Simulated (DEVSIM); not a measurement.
Device: illuminated Ge p-on-n cell, one wavelength, at 300 K.

```tsv
layer (left to right)	material	thickness (μm)	Nd (cm⁻³)	Na (cm⁻³)	τn (s)	τp (s)	absorption coefficient (cm⁻¹)
1	Ge	0.120	-	9e17	2.4e-8	4.6e-8	290
2	Ge	24.0	5e15	-	2e-7	2e-7	290
```

Left contact: ohmic, minority electron recombination velocity 7000 cm/s. Right contact: ohmic, minority hole recombination velocity 100 cm/s. Voltage is applied to the left contact. Recombination: SRH at mid-gap, radiative, Auger. Light enters at the left, 1.3e18 photons cm⁻² s⁻¹, one pass, no reflection. Mobility is μmin + (μ − μmin)/(1 + (N/Nref)^α).

The device is made up for the run: typed textbook-type constants, with dimensions and the other settings drawn at random. Values at 300 K.

| parameter | Ge |
|---|---|
| gap (eV) | 0.664 |
| affinity (eV) | 4 |
| permittivity | 16 |
| Nc (cm⁻³) | 1.04e19 |
| Nv (cm⁻³) | 6e18 |
| μn (cm²/Vs) | 3900 |
| μp (cm²/Vs) | 1900 |
| μn,min | 150 |
| μp,min | 100 |
| Nref,n | 2.6e17 |
| Nref,p | 4e17 |
| αn | 0.56 |
| αp | 0.6 |
| B (cm³/s) | 6.4e-14 |
| Cn (cm⁶/s) | 1e-31 |
| Cp (cm⁶/s) | 1e-31 |

DEVSIM, 1D drift-diffusion, Boltzmann statistics, complete ionisation; no tunnelling, impact ionisation, image-force lowering or self-heating.

The photon flux was swept, all else fixed.

```tsv
photon flux (cm^-2 s^-1)	short-circuit current (mA/cm²)	largest power (mW/cm²)	share of generated pairs collected at short circuit	open-circuit voltage (V)
3.9e16	2.69	0.0847	0.854	0.075
1.3e17	8.95	0.487	0.854	0.106
3.9e17	26.9	2.02	0.854	0.135
1.3e18	[?]	8.92	0.855	[?]
3.9e18	269	33.2	0.855	0.197
1.3e19	899	137	0.858	0.232
3.9e19	2720	484	0.865	0.270
```

Problem. Some entries are withheld; supply them.

Solution. 
- 1.3e18, short-circuit current (mA/cm²): 89.6
- 1.3e18, open-circuit voltage (V): 0.167
